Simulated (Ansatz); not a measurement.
Base system: HfO2 (space group P4_2/nmc, No. 137).

```yaml
crystal:
  lattice:
    - [3.60482, 0.00000, 0.00000]
    - [0.00000, 3.60482, 0.00000]
    - [0.00000, 0.00000, 5.26502]
  atoms:
    - { symbol: Hf, position: [0.00000, 0.00000, 0.00000] }
    - { symbol: Hf, position: [0.50000, 0.50000, 0.50000] }
    - { symbol: O, position: [0.00000, 0.50000, 0.19324] }
    - { symbol: O, position: [0.00000, 0.50000, 0.69324] }
    - { symbol: O, position: [0.50000, 0.00000, 0.30676] }
    - { symbol: O, position: [0.50000, 0.00000, 0.80676] }
```

Cartesian axes are those of the cell as printed.

Method: PBE (Ansatz, a quantum-chemistry and plane-wave program), no spin-orbit coupling, earlier PAW set.

Base values:

- Smallest direct gap: 4.73 eV
- Pressure: 0.00 GPa
- Gap character: indirect, Z → Γ

It is then changed as follows: compressive biaxial strain of 1.23 % in the plane normal to [001], as in epitaxy on a mismatched substrate; the out-of-plane cell vector and the atoms relax.

Problem. Estimate the effect on the smallest direct gap.

Solution. The smallest direct gap increases by 0.01 eV to 4.74 eV.

Problem. Estimate the effect on the pressure.

Solution. The pressure (mean of the normal stresses, compression positive) goes from zero to 4.68 GPa.

Problem. What happens to the gap character?

Solution. The gap character is still indirect, Z → Γ.

Problem. How does this affect the ratio −ε⊥/ε∥?

Solution. The ratio −ε⊥/ε∥ comes out as 0.50.

Spin-orbit coupling, missing from the scalar runs, can matter with Hf. Whether these cells are dynamically stable was not tested. This is not the structure that HfO2 has at room temperature and ambient pressure.
